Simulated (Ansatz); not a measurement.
# MoS2 with two functionals, pressure 4.5 GPa

Base system: MoS2 in the 2H-MoS2 type structure (space group P6_3/mmc, No. 194; a = 3.149 Å, c = 12.092 Å; layered, stacked along the Cartesian z axis).

(Cell as relaxed with PBE-D3(BJ).)

Levels (all Ansatz, an electronic-structure program, PAW, earlier PAW set): PBE-D3(BJ) (420 eV, spin-orbit coupling left out); r2SCAN+rVV10 (500 eV, spin-orbit coupling left out).

Each level relaxes its own structure.

| base | PBE-D3(BJ) | r2SCAN+rVV10 |
|---|---|---|
| volume per atom | 17.31 Å³ | 18.08 Å³ |
| lattice parameter a | 3.149 Å | 3.173 Å |
| band gap | 0.78 eV | 1.01 eV |

Perturbation: cell and atoms relaxed at a pressure of 4.5 GPa.

```json
[
 {"quantity": "band gap", "PBE-D3(BJ)": "0.49 eV", "r2SCAN+rVV10": "___"},
 {"quantity": "valence-band top at Γ (three highest levels, from the VBM)", "PBE-D3(BJ)": "0.00, -0.88, -1.61 eV", "r2SCAN+rVV10": "___"},
 {"quantity": "hole mass", "PBE-D3(BJ)": "1.3 mₑ along c, 0.45 mₑ across (at Γ)", "r2SCAN+rVV10": "___"},
 {"quantity": "volume per atom", "PBE-D3(BJ)": "16.19 Å³", "r2SCAN+rVV10": "___"}
]
```

Question: What does r2SCAN+rVV10 give?

Answer: 
- band gap, r2SCAN+rVV10: 0.72 eV
- valence-band top at Γ (three highest levels, from the VBM), r2SCAN+rVV10: 0.00, -1.12, -1.47 eV
- hole mass, r2SCAN+rVV10: 1.0 mₑ along c, 0.50 mₑ across (at Γ)
- volume per atom, r2SCAN+rVV10: 16.80 Å³

PBE-D3(BJ)'s band gap lies 0.23 eV below r2SCAN+rVV10's; PBE-D3(BJ)'s volume per atom lies 0.603 Å³ below r2SCAN+rVV10's (3.6 %). Neither level is exact; r2SCAN+rVV10 is the comparison here, not a measurement.

Load acts through the strain it causes; cell and atoms are relaxed under it. Effective masses come from finite differences of ±0.01 Å⁻¹. Whether these cells are dynamically stable was not tested.
